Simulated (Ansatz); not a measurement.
We consider SrGaHO₂ (model structure, started from the SrVO2H type, P4/mmm, No. 123, 5 atoms in the cell), described by LDA (plane waves, PAW; Ansatz, a program for electronic structure).

Run with plane-wave cutoff 520 eV, 10×10×10 k mesh, Fermi–Dirac smearing 0.01 eV, scalar-relativistic PAW data made under PBE.

Cell (relaxed at this level):

GaSrHO2 is taken in the tetragonal space group P4/mmm (No. 123), Pearson symbol tP5. Conventional cell: a = b = 3.893 Å, c = 3.540 Å, α = β = γ = 90.00°. Sr on 1d is coordinated by 8 O at 2.631 Å and 4 H at 2.753 Å (cuboctahedral). Ga on 1a is surrounded by 2 H at 1.770 Å and 4 O at 1.946 Å (octahedral). O on 2f sees 2 Ga at 1.946 Å and 4 Sr at 2.631 Å (octahedral). H on 1b sees 2 Ga at 1.770 Å and 4 Sr at 2.753 Å (octahedral). (Neighbours: up to the widest gap in distance over summed covalent radii, below 1.35, at either atom; cation-cation and far metal-metal contacts left out.)

**Question.** Estimate the band gap, Γ–Γ gap and bulk modulus that the calculation returns.

**Answer.** 
- band gap = 1.07 eV (on the SCF k mesh)
- Γ–Γ gap = 5.54 eV
- bulk modulus = 142 GPa

Note: the bulk modulus is −V dP/dV from two relaxed cells at ±2 % in volume; the relaxation could raise the start's symmetry but not lower it, so the cell can be a saddle point.

Spin–orbit coupling is not included.

Computed values are for the static lattice.

A model structure was made by putting elements into a prototype or built by hand; it is no filed structure, need not be a known phase, and can be a saddle point held by its symmetry.
